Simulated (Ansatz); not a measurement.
Take MgTe in the wurtzite structure (space group P6_3mc, No. 186; a = 4.6089 Å, c = 7.5001 Å) as the base. Axes: x lies along a and z along c of the hexagonal cell.

Level of theory: Kohn–Sham DFT with the PBE functional, run in Ansatz (a quantum-chemistry and plane-wave program) with PAW and 420 eV plane waves, no SOC.

The change: biaxial strain −1.80 %, plane normal [001], relaxed out of plane (Cartesian); in-plane vectors clamped, the third vector and the atoms free.

Q: What happens to the out-of-plane strain?

A: The out-of-plane strain amounts to +1.47 %.

Stability against distortions was not tested.
